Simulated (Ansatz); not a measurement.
MgTe, pressure series

Consider MgTe in the zinc blende structure (space group F-43m, No. 216).

```xyz
2
Lattice="0.0000 3.1841 3.1841 3.1841 0.0000 3.1841 3.1841 3.1841 0.0000" Properties=species:S:1:pos:R:3 pbc="T T T"
Mg     0.0000     0.0000     0.0000
Te     1.5920     1.5920     1.5920
```

Cell and atoms are relaxed at each pressure.

Method: DFT with LDA, PAW potentials and a 420 eV plane-wave cutoff in Ansatz (a first-principles code), no spin-orbit coupling.

```tsv
variant	band gap	lattice parameter a	gap character
base	2.38 eV	6.368 Å	direct at Γ
pressure −2 GPa	2.12 eV	6.494 Å	direct at Γ
pressure −1 GPa	2.26 eV	6.428 Å	direct at Γ
pressure 0.9 GPa	2.48 eV	6.322 Å	direct at Γ
pressure 2.1 GPa	2.58 eV	6.265 Å	–
pressure 4.5 GPa	2.50 eV	6.170 Å	indirect, Γ → X
pressure 9 GPa	2.37 eV	6.028 Å	indirect, Γ → X
pressure 15 GPa	2.21 eV	5.885 Å	indirect, Γ → X
pressure 22.5 GPa	[?]	[?]	indirect, Γ → X
pressure 30 GPa	1.88 eV	5.639 Å	indirect, Γ → X
```

Complete the table.


- pressure 22.5 GPa, band gap: 2.04 eV
- pressure 22.5 GPa, lattice parameter a: 5.748 Å

With Te present, leaving out spin-orbit coupling can change the band edges. Load acts through the strain it causes; cell and atoms are relaxed under it. No phonon test of stability was made. Tetrahedral semiconductors of this kind turn to denser phases somewhere between about 1 and 50 GPa; those were not computed, so compressed cells here can lie past the real transition.
